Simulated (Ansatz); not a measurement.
Start from AlN in the wurtzite structure (space group P6_3mc, No. 186).

```yaml
crystal:
  lattice:
    - [3.11361, 0.00000, 0.00000]
    - [-1.55681, 2.69647, 0.00000]
    - [0.00000, 0.00000, 4.98319]
  atoms:
    - { symbol: Al, position: [0.33333, 0.66667, 0.99641] }
    - { symbol: Al, position: [0.66667, 0.33333, 0.49641] }
    - { symbol: N, position: [0.33333, 0.66667, 0.37839] }
    - { symbol: N, position: [0.66667, 0.33333, 0.87839] }
```

Calculations: Ansatz (a first-principles code), PBEsol, PAW, cutoff 420 eV, no spin-orbit coupling, earlier PAW set.

Carriers are added at fixed cell with a uniform background; the Fermi–Dirac width is that of 300 K.

One change was made to it. Results:

The gap between the host's bands decreases by 0.05 eV (4.10 eV → 4.05 eV); the Fermi level relative to the doped band's edge (positive inside the band; to 0.05 eV) comes out as +1.30 eV; the gap character stays direct at Γ.

Name the change that was made.
(A) holes 2.0×10^22 cm⁻³
(B) electrons 2.0×10^22 cm⁻³
(C) electrons 1.0×10^22 cm⁻³
(D) electrons 1.5×10^21 cm⁻³

C, electrons 1.0×10^22 cm⁻³. For comparison, the Fermi level from band edge in the other runs: holes 2.0×10^22 cm⁻³ gives +0.60 eV; electrons 2.0×10^22 cm⁻³ gives +1.55 eV; electrons 1.5×10^21 cm⁻³ gives +0.85 eV.

Charged cell with a jellium background: band edges are those of the host's band count, energies are not comparable with the neutral cell, and many-body gap narrowing is missing. Stability against distortions was not tested.
